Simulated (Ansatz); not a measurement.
Take SrTiO3 in the cubic perovskite structure (space group Pm-3m, No. 221; a = 3.891 Å) as the base. Axes: x, y, z lie along the cube axes.

It is then changed as follows: compressive biaxial strain of 1.80 % in the plane normal to [001], as in epitaxy on a mismatched substrate; the out-of-plane cell vector and the atoms relax.

The values are results of PBEsol (Ansatz, an electronic-structure program), no spin-orbit coupling, not measurements.

Give the band edges at the high-symmetry points of the new zone, measured from its valence-band maximum.


```
point  valence edge (eV)  conduction edge (eV)
-----  -----------------  --------------------
Γ                  -0.36                  1.83
X                  -0.78                  2.03
M                  -0.08                  4.06
Z                  -0.74                  2.05
R                  -0.20                  3.77
A                   0.00                  4.64
```

The gap is 1.83 eV, indirect, A → Γ.

Whether these cells are dynamically stable was not tested. All final runs are without spin polarisation. Many cubic perovskites are stable only at high temperature; tilts and polar distortions were not tested. Labels are those of the standard path for the cell's own space group.
